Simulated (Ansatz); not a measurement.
The reference is ZnGeP2 in the chalcopyrite structure (space group I-42d, No. 122; a = 5.500 Å, c = 10.845 Å). Axes: x, y, z lie along a, b, c of the conventional cell.

The values are results of PBE (Ansatz, an electronic-structure program, PAW, no spin-orbit coupling), earlier PAW set, not measurements.

One thing is altered: uniaxial strain ε_zz = −0.27 %, all other strain components held at zero; the atoms relax in the strained cell.

Q: Predict the new energy relative to the base.

A: The energy hardly moves.

Q: How does this affect the stress?

A: The stress (xx, yy, zz, yz, xz, xy; compression positive) is (0.15, 0.15, 0.33, 0.00, 0.00, 0.00) GPa.

Whether these cells are dynamically stable was not tested.
